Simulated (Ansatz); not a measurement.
Base system: BeTe in the zinc blende structure (space group F-43m, No. 216).

```
BeTe
1.0
    0.00000     2.80217     2.80217
    2.80217     0.00000     2.80217
    2.80217     2.80217     0.00000
Be Te
1 1
Direct
  0.00000   0.00000   0.00000
  0.25000   0.25000   0.25000
```

All numbers come from PBEsol (Ansatz, a quantum-chemistry and plane-wave program; PAW; 420 eV plane waves; spin-orbit coupling left out).

Base values:

- Hole mass = 0.20, 0.33, 0.33 mₑ (at Γ)

Now apply this change: every lattice vector is shortened by 2.00 %, atoms relaxed at fixed cell.

### Question
Predict the new mean gap deformation potential ΔEg/Δln V.

### Answer
The mean gap deformation potential ΔEg/Δln V amounts to +2.6 eV.

### Question
Predict the new hole mass.

### Answer
The hole mass (degenerate bands, along [100]) becomes 0.21, 0.30, 0.30 mₑ (at Γ) (base: 0.20, 0.33, 0.33 mₑ (at Γ)).

With Te present, leaving out spin-orbit coupling can change the band edges. The cells carry an imposed strain or load. Effective masses come from finite differences of ±0.01 Å⁻¹. Whether these cells are dynamically stable was not tested.
